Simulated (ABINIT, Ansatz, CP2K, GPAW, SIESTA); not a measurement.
## One structure in several programs: CaI₂ (P-3m1, 3 atoms in the cell)

Band-structure calculation.

```xyz
3
Lattice="4.5290 0.0000 0.0000 -2.2645 3.9222 0.0000 0.0000 0.0000 7.2098" Properties=species:S:1:pos:R:3 pbc="T T T"
Ca     0.0000     0.0000     0.0000
I      0.0000     2.6148     1.7614
I      2.2645     1.3074     5.4485
```

Shared settings, as Ansatz (a program for electronic structure) writes them: kpoints.mp_grid.grid = 5 5 3; scf.occupations.method = fixed. Potentials and cutoffs stand in the table.

| code | model | gap along the path (eV) | smallest direct gap (eV) | cutoff |
|---|---|---|---|---|
| ABINIT | PBEsol, norm-conserving pseudopotentials (PseudoDojo nc-sr-04 PBEsol standard) | 3.58 | 4.05 | 35 Ha |
| CP2K | PBEsol, GPW, DZVP-MOLOPT-SR-GTH basis, GTH-PBE potentials (GTH_POTENTIALS) | 3.59 | 3.94 | grid 500 Ry |
| SIESTA | GGA PBEsol, numerical atomic orbitals DZP, PseudoDojo PBEsol standard norm-conserving potentials (rewritten from UPF to PSML) | 4.37 | 4.37 | grid 400 Ry |
| GPAW | PBEsol, GPAW PAW datasets PBEsol (made by gpaw-setup) | 3.59 | 4.06 | 600 eV |
| Ansatz | PBEsol, PAW files made with PBE | 3.58 | 4.05 | 420 eV |

On Ansatz's run: spin-orbit coupling is off.

The spread over the programs that give each value: gap along the path within 0.79 eV; smallest direct gap within 0.43 eV.

CP2K and SIESTA use small atom-centred bases, whose incompleteness enters pressures, forces and empty levels differently from a plane-wave cutoff.

In the gap along the path, SIESTA stands apart from the plane-wave programs.

The starting cell comes from a database of computed structures (which also holds hypothetical and non-ambient phases and stackings), without a prior relaxation at this level.

Left out of this page: Quantum ESPRESSO, Elk and FLEUR (not drawn, or without a comparable value).

Keys are those of Ansatz 0.2.
